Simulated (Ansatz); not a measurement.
Cost and result by functional for the surface energy of the (211) surface of fcc Au in its 1x1 cell, outermost plane spacing 0.85 Å in the ideal cut, in Ansatz (plane waves, PAW). Single points on the PBE structure, on one kind of machine; costs are rough ratios of the slab run's core time (references not counted) to the cheapest single point. r2SCAN's cost holds its higher cutoff (500 against 420 eV). Differences are taken against r2SCAN for comparison alone: no measured value is at hand, so the table doesn't rank accuracy.

Model: 13-atom slab, 10.2 Å thick at the start (thin: gaps and levels are the slab's own), 13x5x1 mesh, Fermi-Dirac 0.1 eV, dipole correction, all atoms relaxed; start symmetry kept, larger cells not searched; no spin, no spin-orbit, no U. These notes are the PBE run's.

```tsv
functional	relative cost	surface energy (J/m²)	less r2SCAN (J/m²)
RPBE	1	0.59	-0.41
PBEsol	1	1.16	0.16
LDA	1	1.33	0.32
r2SCAN	2	1.01	0.00
PBE (the relaxed run's value)	–	0.82	-0.18
```

The values span 0.74 J/m², while the single points' costs differ by a factor of roughly 2. Differences are of unrounded values.

Ansatz is a program for electronic structure.
